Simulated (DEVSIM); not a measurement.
Device: In0.52Al0.48As/In0.53Ga0.47As p-n heterojunction, at 300 K.

| layer (left to right) | material | thickness (μm) | Nd (cm⁻³) | Na (cm⁻³) | τn (s) | τp (s) |
|---|---|---|---|---|---|---|
| 1 | In0.52Al0.48As | 0.330 | - | 2.4e16 | 1.8e-8 | 1.8e-8 |
| 2 | In0.53Ga0.47As | 0.790 | 1.3e15 | - | 1.8e-8 | 1.8e-8 |

Left contact: ohmic. Right contact: ohmic. Voltage is applied to the left contact. Recombination: SRH at mid-gap, Auger. Mobility is constant in doping.

Constants are typed, rounded textbook-type inputs, not results; the design itself was drawn at random and stands for no fabricated device. Values at 300 K.

```
parameter      In0.52Al0.48As  In0.53Ga0.47As
-------------  --------------  --------------
gap (eV)                 1.45            0.74
affinity (eV)               4            4.51
permittivity             12.5            13.9
Nc (cm⁻³)              5.1e17          2.1e17
Nv (cm⁻³)              1.1e19          7.7e18
μn (cm²/Vs)              4000           12000
μp (cm²/Vs)                75             300
Cn (cm⁶/s)              1e-30           5e-29
Cp (cm⁶/s)              1e-30           5e-29
```

DEVSIM, 1D drift-diffusion, Boltzmann statistics, complete ionisation; no tunnelling, impact ionisation, image-force lowering or self-heating. Band offsets follow the typed affinities; no thermionic-emission limit at abrupt steps, no polarisation charge.

**Question.** Tabulate band edges, carrier densities and field at zero bias.

**Answer.** Energies count from the Fermi level of the right contact; mesh points crowd at the junctions.

| x (μm) | Ec (eV) | Ev (eV) | n (cm⁻³) | p (cm⁻³) | field (V/cm) |
|---|---|---|---|---|---|
| 0.000 | 1.292 | -0.158 | < 1e2 | 2.4e16 | ≈ 0 |
| 0.004756 | 1.292 | -0.158 | < 1e2 | 2.4e16 | ≈ 0 |
| 0.01485 | 1.292 | -0.158 | < 1e2 | 2.4e16 | ≈ 0 |
| 0.03388 | 1.292 | -0.158 | < 1e2 | 2.4e16 | ≈ 0 |
| 0.09160 | 1.292 | -0.158 | < 1e2 | 2.4e16 | -25 |
| 0.1840 | 1.290 | -0.160 | < 1e2 | 2.2e16 | -710 |
| 0.2580 | 1.266 | -0.184 | < 1e2 | 9.0e15 | -8000 |
| 0.3040 | 1.201 | -0.249 | < 1e2 | 7.2e14 | -21000 |
| 0.3198 | 1.163 | -0.287 | < 1e2 | 1.7e14 | -27000 |
| 0.3272 | 1.142 | -0.308 | < 1e2 | 7.4e13 | -29000 |
| 0.3313 | 0.620 | -0.120 | 8000000 | 7.5e16 | -26000 |
| 0.3408 | 0.599 | -0.141 | 1.8e7 | 3.3e16 | -19000 |
| 0.3562 | 0.573 | -0.167 | 4.9e7 | 1.2e16 | -15000 |
| 0.3868 | 0.533 | -0.207 | 2.3e8 | 2.6e15 | -12000 |
| 0.4873 | 0.426 | -0.314 | 1.5e10 | 4.1e13 | -9600 |
| 0.6470 | 0.294 | -0.446 | 2.4e12 | 2.5e11 | -6900 |
| 0.8682 | 0.181 | -0.559 | 1.9e14 | 3.2e9 | -3300 |
| 1.001 | 0.149 | -0.591 | 6.7e14 | 9.0e8 | -1800 |
| 1.076 | 0.137 | -0.603 | 1.0e15 | 5.7e8 | -1300 |
| 1.100 | 0.134 | -0.606 | 1.2e15 | 5.1e8 | -1300 |
| 1.113 | 0.132 | -0.608 | 1.3e15 | 4.8e8 | -1300 |
| 1.120 | 0.131 | -0.609 | 1.3e15 | 4.6e8 | -1300 |
